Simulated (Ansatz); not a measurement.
Results of r²SCAN+rVV10 (Ansatz, an electronic-structure program, PAW) for TcAgO4 (I4₁/a, No. 88, 12 atoms in the cell; start COD 2013356).

Numerical settings: plane-wave cutoff 560 eV, 10×10×10 k mesh, Fermi–Dirac smearing 0.01 eV, no spin polarisation, scalar-relativistic PAW data made under PBE.

Cell (relaxed at this level):

```
CELL_PARAMETERS angstrom
     -2.61590     2.61590     5.75101
      2.61590    -2.61590     5.75101
      2.61590     2.61590    -5.75101
ATOMIC_POSITIONS crystal
  Ag 0.50000 0.50000 0.00000
  Ag 0.25000 0.75000 0.50000
  Tc 0.00000 0.00000 0.00000
  Tc 0.75000 0.25000 0.50000
  O  0.59902 0.47383 0.40473
  O  0.94429 0.84902 0.62519
  O  0.06910 0.19429 0.59527
  O  0.22383 0.31910 0.37481
  O  0.15098 0.77617 0.09527
  O  0.80571 0.40098 0.87481
  O  0.68090 0.05571 0.90473
  O  0.52617 0.93090 0.12519
```

### Question
Estimate the band gap, smallest direct gap on the k points sampled and direct gap at Γ that the calculation returns.

### Answer

- band gap = 1.56 eV
- smallest direct gap on the k points sampled = 1.76 eV
- direct gap at Γ = 1.99 eV

Note: the relaxation could not lower the start's symmetry, so a distorted cell can lie lower.

Spin–orbit coupling is not included.

Static lattice: no zero-point or thermal effects.

It cost very roughly 8 core-minutes of CPU time.
